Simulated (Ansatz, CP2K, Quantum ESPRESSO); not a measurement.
# Ge (Fd-3m, 2 atoms in the cell) computed with different codes at matched settings

Zone-centre phonon calculation.

```xyz
2
Lattice="0.0000 2.8544 2.8544 2.8544 0.0000 2.8544 2.8544 2.8544 0.0000" Properties=species:S:1:pos:R:3 pbc="T T T"
Ge     2.8544     2.8544     2.8544
Ge     4.2817     4.2817     4.2817
```

Shared settings, as Ansatz (a quantum-chemistry and plane-wave program) writes them: kpoints.mp_grid.grid = 13 13 13; scf.occupations.method = fermi_dirac; scf.occupations.width = 0.05 eV. Potentials and cutoffs stand in the table.

```
code                                                                                model  highest zone-centre frequency (cm⁻¹)       cutoff
----------------  -----------------------------------------------------------------------  ------------------------------------  -----------
Quantum ESPRESSO                                PBE, PSlibrary PAW (PBE) pseudopotentials                                   288        30 Ry
Ansatz                                                                     PBE, PAW files                                   282       420 eV
CP2K              PBE, GPW, DZVP-MOLOPT-SR-GTH basis, GTH-PBE potentials (GTH_POTENTIALS)                                   283  grid 400 Ry
```

The spread over the programs that give each value: highest zone-centre frequency within 6.0 cm⁻¹.

CP2K uses small atom-centred bases, whose incompleteness enters pressures, forces and empty levels differently from a plane-wave cutoff.

The starting cell comes from a database of computed structures (which also holds hypothetical and non-ambient phases and stackings), without a prior relaxation at this level. Its lattice was rescaled by a random factor within 2.5 % of one.

Keys are those of Ansatz 0.2.
